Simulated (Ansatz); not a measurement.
Ansatz (a program for electronic structure) run on Cs₃Tl₂Cl₉ (P1, 28 atoms in the cell): self-consistent single point.

Method: LDA (PW92), default PAW files made with PBE (plane waves; Ansatz).

```
Cs3Tl2Cl9
1.0
    6.40592     3.69846     6.08785
   -6.40592     3.69846     6.08785
    0.00000    -7.39692     6.08785
Cs Cl Tl
6 18 4
Cartesian
  2.16485  -3.66238   7.57977
  2.08542   3.69123   7.59684
 -4.28067  -0.05128   7.66120
 -2.12308   3.63282  10.69691
  4.25372   0.07283  10.66142
 -2.15319  -3.61878  10.64039
  2.14166   0.03654  13.70952
 -1.10356   1.90150  13.69298
 -1.06121  -1.77770  13.68727
 -2.11789  -0.00220   4.57780
  1.03017   1.77997   4.57504
  1.05104  -1.83867   4.59268
 -5.33539  -1.85867  10.67105
  4.24979  -3.72126  10.67407
  1.09444   5.51417  10.65992
  1.09218  -1.86059  10.68420
 -2.03686  -0.08837  10.64086
  1.03794   1.84568  10.68480
  5.32060   1.87805   7.62305
 -1.03585  -5.49514   7.59294
 -4.28310   3.67381   7.60199
 -1.05764   1.80949   7.54953
  2.13389   0.00557   7.59877
 -1.12016  -1.88400   7.61287
  0.01375   0.03241  15.47847
  0.04011  -0.00037  11.83290
 -0.00051   0.06265   2.70990
 -0.00043  -0.07733   6.40274
```

Reference input (self-consistent single point, DFT, LDA (PW92), plane waves, default PAW files made with PBE): basis.ecutwfc = 30.9 Ry; kpoints.mp_grid.grid = 2 2 2; hamiltonian.xc = lda; hamiltonian.pseudopotentials = {kind: paw} (the program's default PAW files); scf.occupations.method = cold; scf.occupations.width = 0.02 Ry. This run's input differs from it in these lines:

```diff
@@ -43,2 +43,3 @@
   occupations: { method: cold, width: 0.02 Ry }
+  convergence: { dr2_threshold: 1.0e-01 eV }
 output:
```

Output (repeated stretches shortened):

```
SCF iter   1: F=—  HF=-96444.975789 eV  |F-HF|=—  |Δ(HF+E_count)|=         —  Δρ=6.06e-3  dr2=3.41e-1  ethr=1.77e-3  ⟨swp⟩=9.2  Hψ=5741  notcnv=0
all-band conjugate gradients solve this SCF's bands
preconditioner: auto → Resta (q_TF=auto, 2.191 Å⁻¹)
SCF iter   2: F=-96444.854661 eV  HF=-96444.879628 eV  |F-HF|=2.50e-2  |Δ(HF+E_count)|=   9.62e-2  S|Δr|=   2.47e-6  Δρ=2.91e-3  dr2=5.77e-2  ethr=4.31e-5  ⟨swp⟩=12.2  Hψ=9603  notcnv=0
WARN: F and its Harris–Foulkes estimate disagree by 2.50e-2 eV at the final density (on a DFT+U run the figure also counts the on-site term, by absolute value) …
solved again in the potential of the output density, both published band edges move by more than their bars of 0.0100 and 0.0100 eV — the edges read 2.407 and …
SCF 1 converged in 2 iterations: F = -96444.854661 eV  dr2 = 5.77e-2
Stability not checked (fill_not_monotonic)
Free energy (F): -96444.854661 eV
F+E_penalty+E_count: -96444.854662 eV  (lagrangian_ev)
Internal energy: -96444.854661 eV  (E = F + TS)
E sigma→0 (E₀):  -96444.854661 eV
Entropy (-TS):   0.000000 eV (0.000 meV/atom)
Fermi energy:    3.638753 eV
--- Forces (eV/Å), atoms counted from 1 ---
  atom   1  Cs    -0.02769495    -0.02258251     0.04686306
  atom   2  Cs     0.06422721    -0.02020121     0.00713437
  atom   3  Cs    -0.00130067     0.10855294    -0.04627598
   [... lines left out ...]
  atom  28  Tl    -0.05141066     0.07385581    -0.54910974
--- Stress (GPa, compression-positive) ---
       -1.131653       0.045809       0.056698
        0.045809      -1.092667      -0.015586
        0.056700      -0.015584      -1.526930
  P = ⅓ Tr σ = -1.2504 GPa (-12.504 kbar)
  The stress holds the Pulay correction. Without it, at fixed plane waves, as pw.x and ABINIT print it: P = -1.2615 GPa
```

The run converged in 2 iterations. Against the reference run the free energy hardly moves (within 1 meV/atom), the pressure hardly changes (-1.28 to -1.25 GPa), the largest force hardly changes (1.029 to 1.037 eV/Å) and the gap on the mesh goes from 2.062 to 2.042 eV.

The starting cell comes from a database of published, mostly measured structures (it also holds non-ambient and calculated ones), without a prior relaxation at this level. Its atoms were displaced at random from the sites of space group no. 167. Spin-orbit coupling is off. Forces in this geometry exceed 1 eV/Å. Ansatz's pressure includes its estimate of the finite-basis (Pulay) stress.

Cost on one core of a shared machine: roughly 50 s.

Keys are those of Ansatz 0.2.
